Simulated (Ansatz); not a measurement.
System: Ru (model structure, started from the simple cubic type, Pm-3m, No. 221, 1 atom in the cell). Method: r²SCAN in Ansatz (plane waves, PAW).

Numerical settings: plane-wave cutoff 560 eV, 22×22×22 k mesh, Fermi–Dirac smearing 0.05 eV, no spin polarisation, scalar-relativistic PAW data made under PBE.

Cell (relaxed at this level):

```
Ru
1.0
    2.49087     0.00000     0.00000
    0.00000     2.49087     0.00000
    0.00000     0.00000     2.49087
Ru
1
Cartesian
  0.00000   0.00000   0.00000
```

Question: Predict the bulk modulus B0.

Answer: 
bulk modulus B0: 240 GPa

Note: the run has no spin polarisation, so it can have missed a magnetic state; the bulk modulus is −V dP/dV from two relaxed cells at ±2 % in volume; the relaxation could raise the start's symmetry but not lower it, so the cell can be a saddle point.

Computed values are for the static lattice.

A model structure was made by putting elements into a prototype or built by hand; it is no filed structure, need not be a known phase, and can be a saddle point held by its symmetry.

Ansatz is a program for electronic structure.
